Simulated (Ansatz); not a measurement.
Ansatz (a program for electronic structure) run on HfC (Fm-3m, 2 atoms in the cell): zone-centre phonon calculation.

Level of theory: LDA (PW92), default PAW files made with PBE (plane waves; Ansatz).

```xyz
2
Lattice="0.0000 2.3316 2.3316 2.3316 0.0000 2.3316 2.3316 2.3316 0.0000" Properties=species:S:1:pos:R:3 pbc="T T T"
Hf     0.0000     0.0000     0.0000
C      2.3316     2.3316     2.3316
```

Reference input (self-consistent single point, DFT, LDA (PW92), plane waves, default PAW files made with PBE): basis.ecutwfc = 30.9 Ry; kpoints.mp_grid.grid = 12 12 12; hamiltonian.xc = lda; hamiltonian.pseudopotentials = {kind: paw} (the program's default PAW files); scf.occupations.method = fermi_dirac; scf.occupations.width = 0.0073 Ry. This run's input differs from it in these lines:

```diff
@@ -17,6 +17,5 @@
   occupations: { method: fermi_dirac, width: 0.0073 Ry }
-output:
-  forces: true
-  eigenvalues: true
-  stress: true
+  convergence: { dr2_threshold: 1.0e-05 eV }
+phonons:
+  method: dfpt
```

Log, with long lists cut:

```
SCF iter   1: F=—  HF=-15721.822807 eV  |F-HF|=—  |Δ(HF+E_count)|=         —  Δρ=8.26e-3  dr2=2.10e-2  ethr=1.77e-3  ⟨swp⟩=4.8  Hψ=12588  notcnv=0
all-band conjugate gradients solve this SCF's bands
preconditioner: auto → Kerker (q_TF=auto, 2.806 Å⁻¹)
SCF iter   2: F=—  HF=-15721.818199 eV  |F-HF|=—  |Δ(HF+E_count)|=   4.61e-3  Δρ=3.59e-3  dr2=2.42e-3  ethr=7.01e-5  ⟨swp⟩=1.0  Hψ=4427  notcnv=0
SCF iter   3: F=—  HF=-15721.817757 eV  |F-HF|=—  |Δ(HF+E_count)|=   4.42e-4  Δρ=1.41e-3  dr2=3.00e-4  ethr=8.05e-6  ⟨swp⟩=2.0  Hψ=4818  notcnv=0
SCF iter   4: F=—  HF=-15721.817604 eV  |F-HF|=—  |Δ(HF+E_count)|=   1.53e-4  Δρ=8.02e-4  dr2=7.19e-5  ethr=1.00e-6  ⟨swp⟩=2.2  Hψ=5396  notcnv=0
SCF iter   5: F=—  HF=-15721.817593 eV  |F-HF|=—  |Δ(HF+E_count)|=   1.13e-5  Δρ=1.16e-4  dr2=1.47e-6  ethr=2.40e-7  ⟨swp⟩=2.2  Hψ=4416  notcnv=0
SCF iter   6: F=-15721.817592 eV  HF=-15721.817593 eV  |F-HF|=1.21e-6  |Δ(HF+E_count)|=   1.82e-7  Δρ=3.21e-5  dr2=1.80e-7  ethr=1.00e-12  ⟨swp⟩=4.6  Hψ=39225  notcnv=0
SCF 1 converged in 6 iterations: F = -15721.817592 eV  dr2 = 1.80e-7
DFPT response loops at Γ: preconditioner auto → Kerker (q_TF=auto, 2.806 Å⁻¹) (partly filled bands, converged f_vac=0.000) …
Free energy (F): -15721.817592 eV
Internal energy: -15721.808108 eV  (E = F + TS)
E sigma→0 (E₀):  -15721.812850 eV
Entropy (-TS):   -0.009484 eV (-4.742 meV/atom)
Fermi energy:    19.597455 eV
--- Phonons (Γ-DFPT): 2 representative perturbations + reference, on 163 of 1728 k-points (Σ response iterations 7) ---
  k mesh reduced under 8 symmetry operations, with k and −k counted as one. Each operation leaves every solved perturbation unchanged …
  ASR residual: 7.621e-3 → 0.000e0 eV/Å²; symmetrization residual: 1.902e-8 eV/Å²
  ASR residual per site (eV/Å²): 7.62e-3 9.74e-5
  Γ frequencies (cm⁻¹): 0.00 0.00 0.00 403.97 403.97 403.97
  non-analytic LO–TO correction: not included (Born effective charges unavailable; polar crystals: no LO–TO splitting at Γ)
```

The run converged in 6 iterations. 

Summary of the result:
- Free energy E − TS (on the zero of these files): -15721.8176 eV
- Fermi level (on the code's own zero): 19.60 eV
- Zone-centre frequencies (cm⁻¹; negative means imaginary): 0, 0, 0, 404, 404, 404

The starting cell has typed, rounded lattice constants, without a prior relaxation at this level. Its lattice was rescaled by up to half a per cent.

Keys are those of Ansatz 0.2.
